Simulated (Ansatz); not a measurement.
Take Zr in the hcp (Mg type) structure (space group P6_3/mmc, No. 194; relaxed with 0.1 eV smearing) as the base.

```
CELL_PARAMETERS angstrom
      3.23041     0.00000     0.00000
     -1.61520     2.79762     0.00000
      0.00000     0.00000     5.17879
ATOMIC_POSITIONS crystal
  Zr 0.66667 0.33333 0.75000
  Zr 0.33333 0.66667 0.25000
```

Calculations: PBE in Ansatz (plane waves to 420 eV, PAW, scalar-relativistic without spin-orbit coupling).

For the base:

```
Property   Result
--------  -------
Pressure  0.0 GPa
```

The change: the cell is scaled by 1.0150 in all directions, atoms relaxed at fixed cell.

What happens to the pressure?

The pressure (mean of the normal stresses, compression positive) goes from zero to -3.9 GPa.

Predict the new energy relative to the base.

The energy goes up by 13 meV/atom.

The cells carry an imposed strain or load. No phonon test of stability was made. The final runs are not spin-polarised.

Ansatz is a program for electronic structure.
